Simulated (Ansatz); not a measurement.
What biaxial strain +0.50 %, plane normal [001], relaxed out of plane does to HfO2

Take HfO₂ in the fluorite structure (space group Fm-3m, No. 225; a = 5.0010 Å) as the base. Axes: x, y, z lie along the cube axes.

One thing is altered: biaxial strain +0.50 %, plane normal [001], relaxed out of plane (Cartesian); in-plane vectors clamped, the third vector and the atoms free.

All numbers come from Ansatz (an electronic-structure program), LDA, PAW, cutoff 420 eV, no spin-orbit coupling. Settings: 11×11×11 k-points, 0.05 eV Fermi–Dirac smearing.

- Volume per atom: 10.51 Å³ (base 10.42 Å³)
- Shortest interatomic distance: 217.1 pm (base 216.6 pm)
- Energy relative to the base (free energy F): +1.0 meV/atom
- Band gap: 3.59 eV (an upper bound: an edge found on the path is not a true extremum; the changed cell) (base 3.66 eV)
- Out-of-plane strain: -0.20 %
- Mean in-plane stress (compression positive): -3.3 GPa

Final structure (turned so that z lies along the plane normal):

```yaml
crystal:
  lattice:
    - [3.55395, 0.00000, 0.00000]
    - [0.00000, 3.55395, 0.00000]
    - [1.77697, -1.77697, 2.49563]
  atoms:
    - { symbol: Hf, position: [0.00000, 0.00000, 0.00000] }
    - { symbol: O, position: [0.75000, 0.75000, 0.50000] }
    - { symbol: O, position: [0.25000, 0.25000, 0.50000] }
```

Cost of the whole job for the changed cell (relaxation, final SCF and bands): about 26 core-seconds (a rough figure).

With Hf present, leaving out spin-orbit coupling can change the band edges. Whether these cells are dynamically stable was not tested. This is not the structure that HfO2 has at room temperature and ambient pressure.
